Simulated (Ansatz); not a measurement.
Cost against accuracy: basis.ecutwfc for Nb2AlC (P6_3/mmc, 8 atoms in the cell)

Cell: a = 3.0919 Å, b = 3.0919 Å, c = 13.8594 Å, α = 90.00°, β = 90.00°, γ = 120.00°.

Method: PBEsol, default PAW files made with PBE (plane waves; Ansatz, an electronic-structure program).

Base settings: basis.ecutwfc = 420 eV; kpoints.mp_grid.grid = 6 6 2; hamiltonian.xc = pbesol; hamiltonian.pseudopotentials = {kind: paw} (the program's default PAW files); scf.occupations.method = cold; scf.occupations.width = 0.272 eV.

Misses are taken against the tightest run, 840 eV, which need not be fully converged itself. The energy is the free energy per atom.

The count of work is k-points × plane waves × bands × iterations; it is no time, and leaves out set-up, grids and terms that scale otherwise. 

Ansatz's pressure holds its estimate of the finite-basis (Pulay) stress, which hides part of the cutoff error; the uncorrected pressure shows it.

The starting cell was generated: these elements placed on a structure prototype, without a prior relaxation; it need not be a known phase or ordering of this composition. Spin polarisation is off. In the base run, forces exceed 1 eV/Å. Ansatz's pressure includes its estimate of the finite-basis (Pulay) stress. Without a gap this mesh is coarse (it stands for a supercell whose shortest vector is 19 Å).

The runs (basis.ecutwfc): 170 eV | 210 eV | 250 eV | 295 eV | 335 eV | 380 eV | 420 eV | 485 eV | 545 eV | 630 eV | 735 eV | 840 eV.

**Question.** Which is the coarsest setting among those run that, with all tighter ones, holds the energy within 2 meV/atom of the reference, and what does it save?

**Answer.** 420 eV, off by 1.2 meV/atom; it needs 0.35 of the reference's count of work.

**Question.** Which is the coarsest setting among those run that, with all tighter ones, holds the energy within 0.5 meV/atom of the reference, and what does it save?

**Answer.** 485 eV, off by 0.34 meV/atom; it needs 0.44 of the reference's count of work.

**Question.** What does the step from 250 eV to 485 eV buy?

**Answer.** It takes the miss in the energy from 330 to 0.34 meV/atom, for 2.9 times the count of work.

```tsv
basis.ecutwfc	energy less reference (meV/atom)	pressure less reference (GPa)	largest difference in the force on any atom (eV/Å)	uncorrected pressure less reference (GPa)	count of work / reference
170 eV	3979.98	8.75	0.885	-145.82	0.11
210 eV	1135.04	1.33	0.235	-54.77	0.15
250 eV	333.61	-0.79	0.286	-19.97	0.15
295 eV	79.25	0.30	0.038	-5.50	0.21
335 eV	20.01	0.22	0.026	-1.52	0.25
380 eV	4.40	0.05	0.005	-0.36	0.30
420 eV	1.25	0.02	0.001	-0.10	0.35
485 eV	0.34	0.01	0.001	0.00	0.44
545 eV	0.26	0.00	0.000	0.00	0.51
630 eV	0.12	0.00	0.000	0.00	0.65
735 eV	0.03	0.00	0.000	0.00	0.81
840 eV	0.00	0.00	0.000	0.00	1.0
```

Keys are those of Ansatz 0.2.
